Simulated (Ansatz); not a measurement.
Ansatz (a quantum-chemistry and plane-wave program), DFT, LDA, plane waves, its default PAW files: GePt, atoms displaced (from the phase in space group 62, mp-542640) (Ge4Pt4), 8 atoms. Basis and mesh were picked for this test and aren't claimed converged.

```yaml
cell: 5.76, 3.73, 6.11 Å; 90, 90, 90°
distance_to_the_nearest_atom: 2.45 to 2.50 Å
task: single point
k mesh: 4×6×4
hamiltonian.xc: lda
kind_of_files: paw
scf.occupations.method: fermi_dirac
scf.occupations.width: 0.05 eV
output.forces: true
binding of workers (--pin): off
k-point pools (--kpoint-pools): 1
memory maximum (--max-ram): 8GiB
accuracy: medium (default)
basis.precision: auto (default)
basis.xc_grid: 1 (default)
scf.mixing.algorithm: auto (default)
scf.mixing.preconditioner: auto (default)
scf.convergence.dr2_threshold: 1.31216e-07 (default)
scf.lower_state_search: light (default)
k-points after symmetry: 52
bands_at_the_start: 72
electrons: 128
plane waves at Γ: 2567
cutoff (eV): 420
FFT grid: 40×25×45
symmetry_operations: 1
```

One run each.

All on 4 threads. Base settings, kept where nothing else is said: scf.eigensolver.kind = auto (default), scf.eigensolver.mixed_precision = false (default), scf.eigensolver.cushion = auto (default), scf.eigensolver.full_accuracy = false (default), scf.algorithm = auto (default) (scf.eigensolver.max_subspace_factor, scf.eigensolver.real_solve not set). The settings tried:
- scf.eigensolver.kind = davidson, scf.eigensolver.cushion = true
- scf.eigensolver.full_accuracy = true
- scf.eigensolver.kind = davidson, scf.eigensolver.mixed_precision = true
- the base settings
- scf.eigensolver.real_solve = false
- scf.eigensolver.mixed_precision = true
- scf.eigensolver.kind = davidson
- scf.algorithm = density_mixing
- scf.algorithm = direct_min
- scf.eigensolver.kind = davidson, scf.eigensolver.max_subspace_factor = 6
- scf.eigensolver.kind = davidson, scf.eigensolver.max_subspace_factor = 2

### Question
Which settings need the fewest applications of H to a band, which the most, and do any fail to converge?

### Answer
Fewest applications of H to a band, with those close behind: scf.eigensolver.real_solve = false (59419); the base settings (59457); scf.algorithm = density_mixing (59457). Most among those that reach the base run's result: scf.algorithm = direct_min (229664). All converged.

```tsv
setting	applications of H to a band	SCF iterations (all cycles of the run, searches included)	end
scf.eigensolver.real_solve = false	59419	8	converged
the base settings	59457	8	converged
scf.algorithm = density_mixing	59457	8	converged
scf.eigensolver.kind = davidson, scf.eigensolver.mixed_precision = true	90262	8	converged
scf.eigensolver.mixed_precision = true	90262	8	converged
scf.eigensolver.kind = davidson	90300	8	converged
scf.eigensolver.kind = davidson, scf.eigensolver.max_subspace_factor = 6	90300	8	converged
scf.eigensolver.kind = davidson, scf.eigensolver.cushion = true	94400	8	converged
scf.eigensolver.kind = davidson, scf.eigensolver.max_subspace_factor = 2	97301	8	converged
scf.eigensolver.full_accuracy = true	137858	8	converged
scf.algorithm = direct_min	229664	8	converged
```

An iteration's cost differs between solvers, so these counts don't give the time.

Keys are those of Ansatz 0.2.
